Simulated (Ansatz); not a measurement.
Cost and result by functional for the adsorption energy of O on the 1x1 (111) surface of fcc Rh, one in a 2x2 cell, started at the site 'hollow Rh-Rh-Rh over Rh at depth 4.4 Å', in Ansatz (plane waves, PAW). Single points on the PBE structure, on one kind of machine; costs are rough ratios of the slab run's core time (references not counted) to the cheapest single point. r2SCAN's cost holds its higher cutoff (500 against 420 eV). Differences are taken against r2SCAN for comparison alone: no measured value is at hand, so the table doesn't rank accuracy.

Slab: 17 atoms, 6.5 Å thick at the start under the adsorbate (thin: gaps and levels are the slab's own); k 6x6x1, smearing 0.1 eV, dipole-corrected; 8 atoms held, the rest relaxed; held to the start's symmetry, so lower structures may exist; no spin, no spin-orbit, no U, no dispersion correction. At the end it is bonded to 3 Rh. In PBE it is, or lies within 0.03 eV of, the lowest of the starts that converged. These notes are the PBE run's. Adsorption energies are against ½ O2(g). A negative adsorption energy means that the adsorbate is more stable on the surface than in its reference.

```tsv
functional	relative cost	adsorption energy (eV)	less r2SCAN (eV)
RPBE	1	-1.71	0.44
r2SCAN	2	-2.15	0.00
PBE (the relaxed run's value)	–	-1.98	0.17
```

The values span 0.44 eV, while the single points' costs differ by a factor of roughly 2. Differences are of unrounded values.

Ansatz is a quantum-chemistry and plane-wave program.
